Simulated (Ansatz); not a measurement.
System: Ba2TiO4 (P4/mmm, No. 123, 7 atoms in the cell; start mp-36194; a measured phase of this formula has another space group). Method: PBEsol (Ansatz, an electronic-structure program, PAW).

Run with plane-wave cutoff 520 eV, 10×10×4 k mesh (along the axes of the cell as run), Fermi–Dirac smearing 0.01 eV, no spin polarisation, scalar-relativistic PAW data made under PBE.

Cell (relaxed with PBEsol):

```yaml
crystal:
  lattice:
    - [3.91701, 0.00000, 0.00000]
    - [0.00000, 3.91701, 0.00000]
    - [0.00000, 0.00000, 11.20603]
  atoms:
    - { symbol: Ba, position: [0.00000, 0.00000, 0.67307] }
    - { symbol: Ba, position: [0.00000, 0.00000, 0.32693] }
    - { symbol: Ti, position: [0.50000, 0.50000, 0.50000] }
    - { symbol: O, position: [0.00000, 0.50000, 0.50000] }
    - { symbol: O, position: [0.50000, 0.00000, 0.50000] }
    - { symbol: O, position: [0.50000, 0.50000, 0.67511] }
    - { symbol: O, position: [0.50000, 0.50000, 0.32489] }
```

Task: Give the computed band gap and smallest direct gap on the k points sampled.

Result: 
* **band gap**: 1.97 eV
* **smallest direct gap on the k points sampled**: 1.99 eV

Spin–orbit coupling is not included.

Computed values are for the static lattice.

It cost about 60 core-seconds (a rough figure) of CPU time.

A start named mp-… is a Materials Project structure, which need not be a measured phase.
